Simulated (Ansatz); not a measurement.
## Phonon-limited transport in WIr$_{3}$ (P6_3/mmc)

Given:

```yaml
crystal:
  lattice:
    - [5.48769, 0.00000, 0.00000]
    - [-2.74384, 4.75248, 0.00000]
    - [0.00000, 0.00000, 4.38448]
  atoms:
    - { symbol: Ir, position: [0.66734, 0.83367, 0.75000] }
    - { symbol: Ir, position: [0.33266, 0.16633, 0.25000] }
    - { symbol: Ir, position: [0.83367, 0.66734, 0.25000] }
    - { symbol: Ir, position: [0.16633, 0.33266, 0.75000] }
    - { symbol: Ir, position: [0.16633, 0.83367, 0.75000] }
    - { symbol: Ir, position: [0.83367, 0.16633, 0.25000] }
    - { symbol: W, position: [0.66667, 0.33333, 0.75000] }
    - { symbol: W, position: [0.33333, 0.66667, 0.25000] }
```

The numbers are results of PBEsol, DFPT electron-phonon coupling, linearised Boltzmann equation (plane waves, PAW, scalar-relativistic; Ansatz, an electronic-structure program), not measurements. Geometry: relaxed with this functional, without spin-orbit coupling.

```json
{
 "resistivity at 300 K": "18.0 (x), 18.0 (y), 14.1 (z) μΩ·cm",
 "resistivity at 77 K": "2.2 (x), 2.2 (y), 1.73 (z) μΩ·cm",
 "electron mean free path at 300 K (weighted by the current that each state carries)": "7.3 nm",
 "electron-phonon coupling λ": "0.36",
 "transport coupling λ_tr": "0.36 (x), 0.36 (y), 0.38 (z)",
 "logarithmic_mean_phonon_energy": "18.7 meV",
 "density of states at the Fermi level": "2.1 states/(eV·spin·cell)",
 "drude_plasma_energy": "4.8 (x), 4.8 (y), 5.5 (z) eV"
}
```

A metal at this level (no band gap). Only scattering by harmonic phonons is included (no impurities, grain boundaries, electron-electron scattering or thermal expansion). Spin-orbit coupling is left out, which matters with elements this heavy. Halving the electron mesh (20x20x20) moves the resistivity by up to 6 % at 300 K, the mean free path by up to 3 %, the coupling by up to 3 %. Smearing 0.20 eV; phonons on a 3x3x3 q mesh, which this run doesn't test and which matters most at low temperature.

Computed structure with no diffraction record at hand here (it may be known, metastable or hypothetical): WIr3 (P6_3/mmc).
